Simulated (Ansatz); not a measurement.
Take GaAs in the zinc blende structure (space group F-43m, No. 216; a = 5.7461 Å) as the base.

Method: PBE/PAW in Ansatz (a first-principles code), no spin-orbit coupling, earlier PAW set.

Before the change:

* **Density**: 5.06 g/cm³
* **Band gap**: 0.16 eV
* **Width of the top valence band**: 3.12 eV

Modification: full substitution As → N, then cell and atoms are relaxed.

Tabulated Pauling electronegativity and covalent radius: As 2.18, 1.19 Å; N 3.04, 0.71 Å.

Task: What does the calculation give for the electron mass after the change?

Result: The electron mass amounts to 0.14 mₑ (at Γ).

Task: What does the calculation give for the density after the change?

Result: The density goes up by 0.844 g/cm³ to 5.91 g/cm³.

Task: What does the calculation give for the band gap after the change?

Result: The band gap goes up by 1.38 eV, from 0.16 eV to 1.54 eV.

Task: How does this affect the hole mass?

Result: The hole mass (degenerate bands, along [100]) is 0.15, 0.90, 0.90 mₑ (at Γ).

Task: What happens to the width of the top valence band?

Result: The width of the top valence band grows by 0.385 eV, from 3.12 eV to 3.50 eV.

Masses are band curvatures over ±0.01 Å⁻¹ around the edge. No phonon test of stability was made. This is not the structure that GaN has at room temperature and ambient pressure. The zero or small gap of GaAs can change with the level of theory.
